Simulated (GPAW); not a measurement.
```
CELL_PARAMETERS angstrom
      3.99524     0.00000     0.00000
      0.00000     3.99524     0.00000
      0.00000     0.00000     3.99524
ATOMIC_POSITIONS crystal
  K  0.50000 0.50000 0.50000
  Ta 0.00000 0.00000 0.00000
  O  0.00000 0.50000 0.00000
  O  0.50000 0.00000 0.00000
  O  0.00000 0.00000 0.50000
```

Level of theory: PBE, GPAW PAW datasets PBE (gpaw-data 1.0.1) (plane waves; GPAW).

The set-up and first iterations of a GPAW log for KTaO3 (Pm-3m, 5 atoms in the cell):

```
Input parameters:
  convergence: {bands: -2,
                density: 1e-05,
                energy: 1e-05}
  kpts: {gamma: True,
         size: (6, 6, 6)}
  maxiter: 100
  mode: {ecut: 950,
         name: pw}
  nbands: -4
  occupations: {name: fermi-dirac,
                width: 0.0}
  symmetry: {symmorphic: False,
             tolerance: 0.0005}
  xc: PBE

species:
  K:
    name: Potassium
    Z: 19.0
    valence: 9
    core: 10
    charge: 0.0
    file: K.PBE.gz

    # Using partial waves for K as LCAO basis

  Ta:
    name: Tantalum
    Z: 73.0
    valence: 13
    core: 60
    charge: 0.0
    file: Ta.PBE.gz

    # Using partial waves for Ta as LCAO basis

  O:
    name: Oxygen
    Z: 8.0
    valence: 6
    core: 2
    charge: 0.0
    file: O.PBE.gz

    # Using partial waves for O as LCAO basis

Reference energy: -446677.251523  # eV

Spin-paired calculation

Convergence criteria:
   [... lines left out ...]
  Total Charge: 0.000000

Density mixing:
  Method: separate
  Backend: pulay
  Linear mixing parameter: 0.05
  old densities: 5
  Damping of long wavelength oscillations: 50

Hamiltonian:
  XC and Coulomb potentials evaluated on a 60*60*60 grid
  External potential:
    NoExternalPotential

XC parameters: PBE with 2 nearest neighbor stencil

Number of atoms: 5
Number of atomic orbitals: 30
Number of bands in calculation: 24
Number of valence electrons: 40
Bands to converge: 22

Density initialized from atomic densities
  24 bands from LCAO basis set

Atomic positions and initial magnetic moments

Positions:
   0 K      1.997620    1.997620    1.997620    ( 0.0000,  0.0000,  0.0000)
   1 Ta     0.000000    0.000000    0.000000    ( 0.0000,  0.0000,  0.0000)
   2 O      0.000000    1.997620    0.000000    ( 0.0000,  0.0000,  0.0000)
   3 O      1.997620    0.000000    0.000000    ( 0.0000,  0.0000,  0.0000)
   4 O      0.000000    0.000000    1.997620    ( 0.0000,  0.0000,  0.0000)

Unit cell:
           periodic     x           y           z      points  spacing
  1. axis:    yes    3.995239    0.000000    0.000000    30     0.1332
  2. axis:    yes    0.000000    3.995239    0.000000    30     0.1332
  3. axis:    yes    0.000000    0.000000    3.995239    30     0.1332

  Lengths:   3.995239   3.995239   3.995239
  Angles:   90.000000  90.000000  90.000000

Effective grid spacing dv^(1/3) = 0.1332
     iter     time        total  log10-change:
                         energy   eigst   dens
iter:   1 --:--:--   -45.516259   +0.42
iter:   2 --:--:--   -43.905297   -0.61  -0.95
iter:   3 --:--:--   -39.848259   +0.11  -1.00
iter:   4 --:--:--   -40.052561   -1.12  -1.39
iter:   5 --:--:--   -40.122209   -1.65  -1.41
```

Task: How does the run end?

Result: The run converged in 31 iterations. Convergence of the loop says nothing yet on basis, mesh or lower states. It ends on: free energy E − TS (from the program's reference atoms) -39.9589 eV; top of the valence band (on the code's own zero) 5.36 eV; gap on the k-point mesh 2.17 eV. The log goes on:

```
   [... 5 lines left out ...]
iter:  11 --:--:--   -39.971248   -3.12  -2.29
iter:  12 --:--:--   -39.962745   -2.86  -2.27
iter:  13 --:--:--   -39.958806   -2.84  -2.50
   [... lines left out ...]
iter:  17 --:--:--   -39.958867c  -6.16  -3.84
iter:  18 --:--:--   -39.958862c  -6.60  -3.90
iter:  19 --:--:--   -39.958865c  -6.86  -4.00
iter:  20 --:--:--   -39.958862c  -6.65  -3.99
iter:  21 --:--:--   -39.958859c  -6.78  -4.07
iter:  22 --:--:--   -39.958858c  -6.38  -4.13
iter:  23 --:--:--   -39.958858c  -6.88  -4.26
iter:  24 --:--:--   -39.958858c  -7.64c -4.36
iter:  25 --:--:--   -39.958858c  -7.44c -4.38
iter:  26 --:--:--   -39.958858c  -7.69c -4.41
iter:  27 --:--:--   -39.958858c  -7.65c -4.52
iter:  28 --:--:--   -39.958858c  -9.17c -4.61
iter:  29 --:--:--   -39.958858c  -7.51c -4.64
iter:  30 --:--:--   -39.958858c  -7.76c -4.85
iter:  31 --:--:--   -39.958858c  -9.35c -5.49c
Converged after 31 iterations.

Dipole moment: (0.000006, 0.000006, 0.000006) |e|*Ang

Energy contributions relative to reference atoms: (reference = -446677.251523)

Kinetic:        +36.206496
Potential:      -40.643033
External:        +0.000000
XC:             -35.610475
Entropy (-ST):   +0.000000
Local:           +0.088154
SIC:             +0.000000
--------------------------
Free energy:    -39.958858
Extrapolated:   -39.958858

Showing only first 2 kpts
 Kpt  Band  Eigenvalues  Occupancy
  0    18      4.73161    2.00000
  0    19      4.73161    2.00000
  0    20      7.53288    0.00000
  0    21      7.53288    0.00000

  1    18      4.62106    2.00000
  1    19      4.62106    2.00000
  1    20      7.56998    0.00000
  1    21      8.31706    0.00000

Fermi level: 6.44816

Gap: 2.169 eV
Transition (v -> c):
  (s=0, k=19, n=19, [0.50, 0.50, 0.50]) -> (s=0, k=0, n=20, [0.00, 0.00, 0.00])
Direct/indirect transitions are different
Direct gap: 2.801 eV
Transition at: (s=0, k=0, n=19, [0.00, 0.00, 0.00])
Energy (eV): -39.958858

Forces in eV/Ang:
  0 K     0.00000    0.00000   -0.00000
  1 Ta   -0.00000    0.00000    0.00000
  2 O    -0.00000    0.00000   -0.00000
  3 O     0.00000   -0.00000   -0.00000
  4 O    -0.00000    0.00000    0.00000

Stress tensor:
    -0.032168    -0.000000     0.000000
    -0.000000    -0.032168     0.000000
     0.000000     0.000000    -0.032168
Stress (GPa, Voigt): [-5.1539 -5.1539 -5.1539  0.      0.     -0.    ]
```

For comparison: a first run was changed to give this one (lattice scaled by 0.98), and from it to this one the free energy goes down by 3.7 meV/atom and the gap on the mesh goes from 2.034 to 2.169 eV.

The starting cell comes from a database of computed structures (which also holds hypothetical and non-ambient phases and stackings), without a prior relaxation at this level. Its lattice was rescaled by a random factor within 2.5 % of one. For this run, on top of that: lattice scaled by 0.98. Spin-orbit coupling is off.

The run was DFT PBE, plane waves, GPAW PAW datasets PBE (gpaw-data 1.0.1). Main settings of its input:

| setting | value |
|---|---|
| mode | pw |
| ecut | 950 eV |
| xc | PBE |
| kpts | 6 6 6 |
| mesh shift (steps) | 0 0 0 |
| occupations.name | fermi-dirac |
| occupations.width | 0 eV |
| nbands | -4 |
| convergence.density | 1e-05 e/electron |
| convergence.energy | 1e-05 eV/electron |
| convergence.bands | -2 |
| symmetry.symmorphic | false |
